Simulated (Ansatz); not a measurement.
Results of G0W0@HSE06 (hard PAW, contour deformation; Ansatz, a program for electronic structure) for Si (I4/mmm, No. 139, 4 atoms in the cell; start mp-999200; another form than the element's usual one).

The cell is the one relaxed with PBEsol. Conventional cell: a = 6.6420 Å, b = 6.6420 Å, c = 3.8403 Å, α = 90.00°, β = 90.00°, γ = 90.00°.

The quasiparticle gap at Γ at a fixed k mesh 2×2×2:

```csv
response cutoff,value (eV)
"150 eV, 649 empty bands",2.755
"200 eV, 999 empty bands",2.768
"250 eV, 1397 empty bands",2.774
"300 eV, 1836 empty bands",2.778
```

Q: Taking the value to converge with the response cutoff E as E^(−3/2), extrapolate from the last two rows.

A: With y = y∞ + c/w and weights w = 3953 and 5196 for the last two rows, y∞ = (w2 y2 − w1 y1)/(w2 − w1) = (5196 × 2.778 − 3953 × 2.774)/1243 = 2.791 eV, which lies 0.013 beyond the last row. Successive pairs of rows give 2.792, 2.789, 2.791. The limit also hangs on the law assumed, so its last digits aren't firm.

The other settings are not extrapolated, so this is the limit in one setting alone.

At the last cutoff the smallest gap on this mesh is 1.12 eV, with an edge away from Γ.

Note: GW on a hybrid start was not checked against another program.

A start named mp-… is a Materials Project structure, which need not be a measured phase.
